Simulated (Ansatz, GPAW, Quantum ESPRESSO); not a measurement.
Code comparison for LaTl₃ (Pm-3m, 4 atoms in the cell)

Self-consistent single point.

```yaml
crystal:
  lattice:
    - [4.91883, 0.00000, 0.00000]
    - [0.00000, 4.91883, 0.00000]
    - [0.00000, 0.00000, 4.91883]
  atoms:
    - { symbol: La, position: [0.00000, 0.00000, 0.00000] }
    - { symbol: Tl, position: [0.00000, 0.50000, 0.50000] }
    - { symbol: Tl, position: [0.50000, 0.00000, 0.50000] }
    - { symbol: Tl, position: [0.50000, 0.50000, 0.00000] }
```

Shared settings, as Ansatz (a quantum-chemistry and plane-wave program) writes them: kpoints.mp_grid.grid = 6 6 6; scf.occupations.method = fermi_dirac; scf.occupations.width = 0.136 eV. Potentials and cutoffs stand in the table.

```
code                                                                      model  pressure (GPa)  cutoff
----------------  -------------------------------------------------------------  --------------  ------
Ansatz                                      LDA (PW92), PAW files made with PBE           -5.05  420 eV
Quantum ESPRESSO            LDA (PZ), GBRV 1.5 ultrasoft (LDA) pseudopotentials           -6.22   40 Ry
GPAW              LDA (Perdew-Wang 92), GPAW PAW datasets LDA (gpaw-data 1.0.1)           -5.31  850 eV
```

On Ansatz's run: spin-orbit coupling is off.

The spread over the programs that give each value: pressure within 1.17 GPa.

Ansatz's pressure is given at a fixed set of plane waves, as the other plane-wave codes print theirs. The same LDA comes in different parametrisations, which differ slightly.

On the base mesh (9 9 9) the same programs gave: Ansatz pressure -4.98 GPa; Quantum ESPRESSO pressure -6.14 GPa; GPAW pressure -5.23 GPa.

The starting cell comes from a database of computed structures (which also holds hypothetical and non-ambient phases and stackings), without a prior relaxation at this level. Its lattice was rescaled by a random factor within 2.5 % of one.

Left out of this page: ABINIT (with a known weakness of the program); Elk (not drawn, or without a comparable value).

Keys are those of Ansatz 0.2.
